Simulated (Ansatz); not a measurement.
The reference is AlN (space group Pm-3n, No. 223; a hypothetical phase, not in the database extracts checked).

```xyz
12
Lattice="5.3437 0.0000 0.0000 0.0000 5.3437 0.0000 0.0000 0.0000 5.3437" Properties=species:S:1:pos:R:3 pbc="T T T"
Al     1.3359     0.0000     2.6719
Al     2.6719     1.3359     0.0000
Al     2.6719     4.0078     0.0000
Al     4.0078     0.0000     2.6719
Al     0.0000     2.6719     4.0078
Al     0.0000     2.6719     1.3359
N      1.3359     2.6719     0.0000
N      0.0000     1.3359     2.6719
N      0.0000     4.0078     2.6719
N      4.0078     2.6719     0.0000
N      2.6719     0.0000     4.0078
N      2.6719     0.0000     1.3359
```

Cartesian axes are those of the cell as printed.

Calculations: PBEsol (Ansatz, a program for electronic structure), no spin-orbit coupling.

Perturbation: tensor shear ε_yz = −3.79 % (engineering shear γ = -0.0758); the atoms relax in the strained cell.

**Question.** Predict the stress tensor and what it implies for the stiffness.

**Answer.** Stress of the strained cell less that of the base (GPa, compression positive):
```
   0.42    0.00    0.00
   0.00   -0.69    3.64
   0.00    3.64   -0.69
```

Then −Δσ/γ with γ = 2ε = -0.0758 gives secant stiffness values (nonlinear terms included at this strain): C44 ≈ 48 GPa.

As a check, the harmonic strain energy −½ V₀ Δσ:ε is 11 meV/atom; the computed energy rise is 11 meV/atom.

Stability against distortions was not tested.
